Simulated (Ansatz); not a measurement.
Take FeSi (space group P2_13, No. 198; a = 4.404 Å; non-magnetic) as the base.

Calculations: plane-wave PAW DFT at the PBEsol level (Ansatz, a program for electronic structure, 420 eV), no SOC.

For the base:

| Item | Result |
|---|---|
| Magnetic state | non-magnetic |
| Lattice parameter a | 4.404 Å |

One thing is altered: Ge takes the place of Si on all its sites, then cell and atoms are relaxed.

Tabulated Pauling electronegativity and covalent radius: Si 1.90, 1.11 Å; Ge 2.01, 1.20 Å.

### Question
How does this affect the magnetic state?

### Answer
The magnetic state changes from non-magnetic to ferromagnetic.

### Question
Predict the new lattice parameter a.

### Answer
The lattice parameter a goes up by 0.193 Å, from 4.404 Å to 4.597 Å.

Other magnetic orders, which the real material may have, were not ruled out. Stability against distortions was not tested. Seeded moments were not kept for the base. Spin-polarised in the final run: FeGe; the other runs are not.
